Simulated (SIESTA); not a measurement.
SIESTA run on Hf2Hg (I4/mmm, 3 atoms in the cell): self-consistent single point.

Computed with LDA PW92, numerical atomic orbitals DZP, PseudoDojo LDA standard norm-conserving potentials (rewritten from UPF to PSML) (SIESTA).

The change in words: lattice scaled by 0.98. Reference geometry:
```
Hf2Hg
1.0
   -1.65105     1.65105     5.75282
    1.65105    -1.65105     5.75282
    1.65105     1.65105    -5.75282
Hf Hg
2 1
Direct
  0.66573   0.66573   0.00000
  0.33427   0.33427   0.00000
  0.00000   0.00000   0.00000
```

Reference input (self-consistent single point, DFT, LDA PW92, numerical atomic orbitals DZP, PseudoDojo LDA standard norm-conserving potentials (rewritten from UPF to PSML)): XC.functional = LDA; XC.authors = PW92; potentials = PseudoDojo LDA standard; PAO.BasisSize = DZP; PAO.EnergyShift = 0.005 Ry; MeshCutoff = 400 Ry; kgrid.MonkhorstPack = 10 10 10; OccupationFunction = MP; OccupationMPOrder = 0; ElectronicTemperature = 0.05 eV; MaxSCFIterations = 150; SCF.Mixer.Method = Broyden. This run's input differs from it in these lines:

```diff
@@ -12,5 +12,5 @@
 %block LatticeVectors
-    -1.651054000    1.651054000    5.752822000
-     1.651054000   -1.651054000    5.752822000
-     1.651054000    1.651054000   -5.752822000
+    -1.618033000    1.618033000    5.637766000
+     1.618033000   -1.618033000    5.637766000
+     1.618033000    1.618033000   -5.637766000
 %endblock LatticeVectors
@@ -18,4 +18,4 @@
 %block AtomicCoordinatesAndAtomicSpecies
-     0.000000000   -0.000000000    7.659652380  1
-    -0.000000000    0.000000000    3.845991620  1
+     0.000000000   -0.000000000    7.506459918  1
+    -0.000000000    0.000000000    3.769072082  1
      0.000000000    0.000000000    0.000000000  2
```

Output (repeated stretches shortened):

```
        iscf     Eharris(eV)        E_KS(eV)     FreeEng(eV)     dDmax    Ef(eV) dHmax(eV)
   scf:    1    -7271.085808    -7494.705175    -7494.711179  2.058594 -1.744723 66.774752
   scf:    2    -7646.681346    -7601.554894    -7601.558424  1.456515 -2.151552 17.533897
   scf:    3    -7607.983487    -7605.154983    -7605.158218  0.215255 -2.242449 10.149455
   scf:    4    -7605.551110    -7606.574987    -7606.578006  0.561913 -2.547027  4.977859
   scf:    5    -7607.244479    -7606.943112    -7606.947023  0.083276 -2.612391  3.512801
   [... 11 lines left out ...]
   scf:   17    -7607.231095    -7607.231095    -7607.234882  0.000020 -2.724659  0.000903
   scf:   18    -7607.231095    -7607.231095    -7607.234882  0.000016 -2.724692  0.000683
   scf:   19    -7607.231095    -7607.231095    -7607.234882  0.000011 -2.724718  0.000521
   scf:   20    -7607.231095    -7607.231095    -7607.234882  0.000008 -2.724738  0.000407
SCF Convergence by DM+H criterion
max |DM_out - DM_in|         :     0.0000080530
max |H_out - H_in|      (eV) :     0.0004070666
SCF cycle converged after 20 iterations

Using DM_out to compute the final energy and forces

siesta: E_KS(eV) =            -7607.2311

siesta: E_KS - E_eggbox =     -7607.2311

siesta: Atomic forces (eV/Ang):
     1    0.000317    0.000317   -0.282041
     2   -0.000317   -0.000317    0.282041
     3   -0.000000    0.000000   -0.000000
   Tot    0.000000    0.000000    0.000000
   Max    0.282041
   Res    0.132955    sqrt( Sum f_i^2 / 3N )
   Max    0.282041    constrained

Stress tensor Voigt[x,y,z,yz,xz,xy] (kbar):       -2.31       -2.31      -12.29        0.08        0.08        0.03
(Free)E + p*V (eV/cell)    -7607.0272
Target enthalpy (eV/cell)    -7607.2349

   [... lines left out ...]
siesta: FreeEng =     -7607.234882
   [... lines left out ...]
siesta:    -0.001440    0.000016    0.000049
siesta:     0.000016   -0.001440    0.000049
siesta:     0.000049    0.000049   -0.007672

siesta: Cell volume =         59.039380 Ang**3

siesta: Pressure (static):
siesta:                Solid            Molecule  Units
siesta:           0.00003831          0.00010313  Ry/Bohr**3
siesta:           0.00351742          0.00946878  eV/Ang**3
siesta:           5.63552056         15.17066148  kBar
```

The run converged in 20 iterations. Against the reference run the free energy drops by 28.7 meV/atom, the pressure goes from -7.53 to 0.56 GPa and the largest force goes from 0.102 to 0.282 eV/Å.

The starting cell comes from a database of computed structures (which also holds hypothetical and non-ambient phases and stackings), without a prior relaxation at this level. Its lattice was rescaled by a random factor within 2.5 % of one. For this run, on top of that: lattice scaled by 0.98. Values carry the incompleteness of an atom-centred basis.

Cost on one core of a shared machine: roughly 3 min.
